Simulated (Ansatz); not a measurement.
Functionals compared on the (110) surface of alpha tin, no caps (bottom of the slab: built like the top, H on every dangling bond, free), in Ansatz (plane waves, PAW). The structure was relaxed with PBE; the other rows are single points on it. Cutoff 420 eV (500 eV for r2SCAN).

Set-up: 14 atoms, 13.2 Å thick at the start with caps and adatoms (thin: gaps and levels are the slab's own); mesh 6x5x1; 0.025 eV smearing; dipole correction on; 4 atoms held, the rest relaxed; symmetry of the start imposed; no spin (in PBE a spin-polarised start ends no clearly lower), no spin-orbit, no U. The slab shows no gap over 0.04 eV on its mesh. It is one candidate, not shown to be the stable structure of the face. These notes are the PBE run's.

| functional | work function of the top face (eV) | rough cost of the single point |
|---|---|---|
| PBE | 4.37 | – |
| r2SCAN | 4.56 | roughly 2.6 core-minutes |

Ansatz is a program for electronic structure.
